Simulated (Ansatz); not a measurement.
The starting structures come from a database of crystals and need not be the phases stable at ambient conditions.

By PBEsol, the system below comes out a metal.

A figure of merit of an interconnect metal is its ballistic conductance per area.

Data:

```xyz
2
Lattice="4.4699 0.0000 0.0000 0.0000 4.8360 0.0000 0.0000 2.4180 1.3960" Properties=species:S:1:pos:R:3 pbc="T T T"
Mo     0.0000     0.0000     0.0000
Ir     2.2350     3.2240     0.0000
```

Space group of this cell: P-6m2. The cell is taken as given; by PBEsol its mean pressure is -11.3 GPa.

The current flows along the normal of the first two printed cell vectors, the (110) plane of the conventional cell. No spin-orbit coupling; the value is a mean over 0.1 eV about the Fermi level.

Problem. Compute, with PBEsol (Ansatz, an electronic-structure program), the ballistic conductance per area.

Solution. 1.2 × 10¹⁵ S/m² for both spins.
